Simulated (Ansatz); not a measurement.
A zone-centre phonon calculation of TiSe (P6_3/mmc, 4 atoms in the cell) with Ansatz (a quantum-chemistry and plane-wave program).

Method of the run: LDA (PW92), default PAW files made with PBE (plane waves; Ansatz).

```
TiSe
1.0
    3.43943     0.00000     0.00000
   -1.71971     2.97863     0.00000
    0.00000     0.00000     6.78543
Ti Se
2 2
Direct
  0.00000   0.00000   0.00000
  0.00000   0.00000   0.50000
  0.33333   0.66667   0.25000
  0.66667   0.33333   0.75000
```

Reference input (self-consistent single point, DFT, LDA (PW92), plane waves, default PAW files made with PBE): basis.ecutwfc = 30.9 Ry; kpoints.mp_grid.grid = 11 11 5; hamiltonian.xc = lda; hamiltonian.pseudopotentials = {kind: paw} (the program's default PAW files); scf.occupations.method = gaussian; scf.occupations.width = 0.0073 Ry. This run's input differs from it in these lines:

Ansatz 0.2 input:
```diff
@@ -12,3 +12,3 @@
 basis:
-  ecutwfc: 30.9 Ry
+  ecutwfc: 26.1 Ry
 kpoints:
@@ -20,6 +20,4 @@
   occupations: { method: gaussian, width: 0.0073 Ry }
-output:
-  forces: true
-  eigenvalues: true
-  stress: true
+phonons:
+  method: dfpt
```

Log, with long lists cut:

```
SCF iter   1: F=—  HF=-15671.983696 eV  |F-HF|=—  |Δ(HF+E_count)|=         —  Δρ=7.63e-3  dr2=3.21e-2  ethr=1.77e-3  ⟨swp⟩=5.3  Hψ=20455  notcnv=0
all-band conjugate gradients solve this SCF's bands
preconditioner: auto → Kerker (q_TF=auto, 2.632 Å⁻¹)
SCF iter   2: F=—  HF=-15671.976044 eV  |F-HF|=—  |Δ(HF+E_count)|=   7.65e-3  Δρ=2.96e-3  dr2=3.72e-3  ethr=5.72e-5  ⟨swp⟩=2.0  Hψ=8262  notcnv=0  defer=151
   [... lines left out ...]
SCF iter   7: F=—  HF=-15671.975429 eV  |F-HF|=—  |Δ(HF+E_count)|=   5.99e-8  Δρ=4.05e-6  dr2=1.14e-8  ethr=1.74e-10  ⟨swp⟩=2.0  Hψ=10316  notcnv=0  defer=151
SCF iter   8: F=—  HF=-15671.975429 eV  |F-HF|=—  |Δ(HF+E_count)|=   6.02e-9  Δρ=7.92e-7  dr2=5.87e-10  ethr=2.03e-11  ⟨swp⟩=2.0  Hψ=9956  notcnv=0  defer=151
SCF iter   9: F=—  HF=-15671.975429 eV  |F-HF|=—  |Δ(HF+E_count)|=  1.00e-10  Δρ=2.82e-7  dr2=4.56e-11  ethr=1.05e-12  ⟨swp⟩=2.0  Hψ=6892  notcnv=0  defer=151
SCF iter  10: F=-15671.975429 eV  HF=-15671.975429 eV  |F-HF|=1.82e-12  |Δ(HF+E_count)|=  3.46e-11  Δρ=4.73e-8  dr2=1.85e-12  ethr=1.00e-12  ⟨swp⟩=8.7  Hψ=28318  notcnv=0
SCF 1 converged in 10 iterations: F = -15671.975429 eV  dr2 = 1.85e-12
DFPT response loops at Γ: preconditioner auto → Kerker (q_TF=auto, 2.632 Å⁻¹) (partly filled bands, converged f_vac=0.000) …
Free energy (F): -15671.975429 eV
Internal energy: -15671.960737 eV  (E = F + TS)
E sigma→0 (E₀):  -15671.968083 eV
Entropy (-TS):   -0.014692 eV (-3.673 meV/atom)
Fermi energy:    13.917582 eV
--- Phonons (Γ-DFPT): 4 representative perturbations + reference, on 168 of 605 k-points (Σ response iterations 12) ---
  k mesh reduced under 2 symmetry operations, with k and −k counted as one. Each operation leaves every solved perturbation unchanged …
  ASR residual: 3.441e-5 → 0.000e0 eV/Å²; symmetrization residual: 2.085e-5 eV/Å²
  ASR residual per site (eV/Å²): 6.51e-6 6.51e-6 3.44e-5 3.44e-5
  Γ frequencies (cm⁻¹): 0.00 0.00 0.00 159.57 159.57 196.73 212.99 212.99 216.00 225.16 225.16 244.20
  non-analytic LO–TO correction: not included (Born effective charges unavailable; polar crystals: no LO–TO splitting at Γ)
```

The run converged in 10 iterations. 

Summary of the result:
Free energy E − TS (on the zero of these files): -15671.9754 eV
Fermi level (on the code's own zero): 13.92 eV
Zone-centre frequencies (cm⁻¹; negative means imaginary): 0, 0, 0, 160, 160, 197, 213, 213, 216, 225, 225, 244

The starting cell comes from a database of computed structures (which also holds hypothetical and non-ambient phases and stackings), without a prior relaxation at this level. Its lattice was rescaled by up to half a per cent. Spin polarisation is off, so a magnetic state, if there is one, cannot be reached. The cutoff lies below the one recommended for these files.

Cost on one core of a shared machine: roughly 80 s.
